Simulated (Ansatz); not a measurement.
An Ansatz (a first-principles code) run: Al3V with a change (biaxial strain +0.74 %, plane normal [001], relaxed out of plane); PBEsol, PAW, 420 eV (Ansatz; no SOC).

Input:

Ansatz 0.2 input:
```yaml
crystal:
  lattice:
    - [3.7666152816, 0, 0]
    - [0, 3.7666152816, 0]
    - [1.8833076408, -1.8833076408, 4.1081595879]
  atoms:
    - { symbol: Al, position: [0.5, 0.5, 0] }
    - { symbol: Al, position: [0.25, 0.25, 0.5] }
    - { symbol: Al, position: [0.75, 0.75, 0.5] }
    - { symbol: V, position: [0, 0, 0] }
basis: { ecutwfc: 420, ecutrho_ratio: 4, xc_grid: 2, fft_grid_basis: typed }
kpoints: { mp_grid: { grid: [22, 22, 22] } }
hamiltonian:
  xc: pbesol
  dispersion: none
  pseudopotentials: { kind: paw }
scf: { occupations: { method: fermi_dirac, width: 0.1 } }
relax: { f_tol: 0.005, max_steps: 50, cell: { stress_tol: 0.01, fix: [a, b, gamma] } }
output: { forces: true, stress: true }
checkpoint: { write: state.ck, write_every: 1000 }
```

Output (explanatory and most iteration lines left out):

```
Relaxation: its limit of steps is 50 (relax.max_steps)
Pseudopotential: Al, paw, valence charge 3
Pseudopotential: V, paw, valence charge 13
Crystal: 4 atoms, lattice volume = 58.284 Å³
Basis set: ecut = 420 eV, 1145 PW (Γ), exchange–correlation on 54×54×72 points (8 copies of the dense FFT grid, shifted against one another)
Bands: 15, of which v1, the nominal top of the filled ones, is band 11 counted from 1 (10 counted from 0)
Symmetry: 16 space group operations
Space group: I4/mmm (ITA 139), of the structure as read, at distance tolerance 3.9e-5 Å
k-points: 834 of 10648
Functional: x = pbesol(κ = 0.804, μ = 0.12345679012345678), c = pbesol(β = 0.046)
SCF iter   1: F=—  HF=-4460.059578 eV  |F-HF|=—  |Δ(HF+E_count)|=         —  Δρ=3.30e-3  dr2=1.08e-2  ethr=1.77e-3  ⟨swp⟩=5.4  Hψ=68592  notcnv=0
SCF iter   2: F=—  HF=-4460.058609 eV  |F-HF|=—  |Δ(HF+E_count)|=   9.69e-4  Δρ=1.75e-3  dr2=2.83e-3  ethr=4.92e-5  ⟨swp⟩=1.0  Hψ=19182  notcnv=0
SCF 1 converged in 6 iterations: F = -4460.058091 eV  dr2 = 4.51e-9
relax step   1: F+E_penalty+E_count = -4460.05809146 eV  Δ(F+E_penalty+E_count) = +0.000e0 eV  max|allowed force component| = 6.939e-18 eV/Å  Δτ_max = 0.0000 Å  P = -1.389 GPa  Ω = 58.284 Å³  fix = [a, b, gamma]  reactions: a -2.219, b -2.219 GPa  (6 SCF iters, dr2 threshold 1.00e-7 eV, accepted)
[... steps on the carried basis left out ...]
relax step   3: F+E_penalty+E_count = -4460.05811473 eV  Δ(F+E_penalty+E_count) = -1.928e-5 eV  max|allowed force component| = 8.674e-18 eV/Å  Δτ_max = 0.0000 Å  P = -1.511 GPa  Ω = 58.343 Å³  energy of the carried Pulay correction = -2.619e-5 eV  fix = [a, b, gamma]  reactions: a -2.267, b -2.267 GPa  (6 SCF iters, dr2 threshold 3.12e-8 eV, accepted)
Crystal: 4 atoms, lattice volume = 58.343 Å³
SCF iter   1: F=—  HF=-4460.058113 eV  |F-HF|=—  |Δ(HF+E_count)|=         —  Δρ=1.46e-6  dr2=3.99e-10  ethr=1.63e-7  ⟨swp⟩=2.6  Hψ=98399  notcnv=0
SCF iter   2: F=—  HF=-4460.058142 eV  |F-HF|=—  |Δ(HF+E_count)|=   2.90e-5  Δρ=7.27e-7  dr2=6.07e-11  ethr=1.81e-12  ⟨swp⟩=3.0  Hψ=27660  notcnv=0
SCF 4 converged in 8 iterations: F = -4460.058142 eV  dr2 = 3.68e-16
SCF converged after 8 iterations
Free energy (F): -4460.058142 eV
Internal energy: -4460.026153 eV  (E = F + TS)
E sigma→0 (E₀):  -4460.042148 eV
Entropy (-TS):   -0.031989 eV (-7.997 meV/atom)
Fermi energy:    10.595265 eV
--- Forces (eV/Å), atoms counted from 1 ---
  atom   1  Al    -0.00000000    -0.00000000     0.00000000
  atom   2  Al     0.00000000     0.00000000     0.00000000
  atom   3  Al     0.00000000     0.00000000     0.00000000
  atom   4  V      0.00000000     0.00000000     0.00000000
--- Stress (GPa, compression-positive) ---
       -2.266110       0.000000       0.000000
        0.000000      -2.266110       0.000000
        0.000000       0.000000       0.001431
  P = ⅓ Tr σ = -1.5103 GPa (-15.103 kbar)
--- Relaxed structure (3 steps of the walk, 3 accepted, 1 SCFs on fresh bases) ---
  cell:  # Å, volume = 58.3427 Å³
    - [3.7666152816, 0.0, 0.0]
    - [0.0, 3.7666152816, 0.0]
    - [1.8833076408, -1.8833076408, 4.112292779136801]
  atoms:
    - { symbol: Al, position: [0.5000000000000001, 0.5000000000000001, -4.5781837853993363e-38] }
    - { symbol: Al, position: [0.2500000000000001, 0.25, 0.5] }
    - { symbol: Al, position: [0.7500000000000002, 0.7500000000000001, 0.5] }
    - { symbol: V, position: [-6.368556708454526e-36, -8.71755056938575e-37, -4.5781837853993363e-38] }
```

No phonon test of stability was made. All final runs are without spin polarisation. The cell was made from Al₃V (space group I4/mmm, No. 139; a cell from a computed database, its experimental status unchecked) by this change: biaxial strain +0.74 %, plane normal [001], relaxed out of plane.
